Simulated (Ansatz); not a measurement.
The parent structure is GaP in the zinc blende structure (space group F-43m, No. 216).

```xyz
2
Lattice="0.0000 2.6957 2.6957 2.6957 0.0000 2.6957 2.6957 2.6957 0.0000" Properties=species:S:1:pos:R:3 pbc="T T T"
Ga     0.0000     0.0000     0.0000
P      1.3478     1.3478     1.3478
```

Computed with LDA (Ansatz, a program for electronic structure; PAW; 420 eV plane waves; scalar-relativistic without spin-orbit coupling).

One change was made to it. Results:

```csv
quantity,base,after
smallest direct gap,1.88 eV,2.96 eV
"valley order (the lowest conduction-band minima on the path, energy above the VBM, named in the base's zone)","a point along ⟨100⟩, about 1.0 Å⁻¹ from Γ 1.38 eV; L along ⟨111⟩ 1.60 eV; Γ 1.88 eV","a point along ⟨100⟩, about 1.0 Å⁻¹ from Γ 1.12 eV; L along ⟨111⟩ 1.99 eV; Γ 2.96 eV"
shortest interatomic distance,2.335 Å,2.238 Å
```

**Question.** What was done to the base?
A) pressure 0.9 GPa
B) pressure 2.1 GPa
C) pressure 4.5 GPa
D) pressure −2 GPa
E) pressure 15 GPa

**Answer.** E, pressure 15 GPa. For comparison, the valley order in the other runs: pressure 0.9 GPa gives a point along ⟨100⟩, about 1.0 Å⁻¹ from Γ 1.37 eV; L along ⟨111⟩ 1.63 eV; Γ 1.96 eV; pressure 2.1 GPa gives a point along ⟨100⟩, about 1.0 Å⁻¹ from Γ 1.34 eV; L along ⟨111⟩ 1.67 eV; Γ 2.07 eV; pressure −2 GPa gives a point along ⟨100⟩, about 1.0 Å⁻¹ from Γ 1.42 eV; L along ⟨111⟩ 1.53 eV; Γ 1.69 eV; pressure 4.5 GPa gives a point along ⟨100⟩, about 1.0 Å⁻¹ from Γ 1.30 eV; L along ⟨111⟩ 1.74 eV; Γ 2.26 eV.

Load acts through the strain it causes; cell and atoms are relaxed under it. No phonon test of stability was made. Tetrahedral semiconductors of this kind turn to denser phases somewhere between about 1 and 50 GPa; those were not computed, so compressed cells here can lie past the real transition.
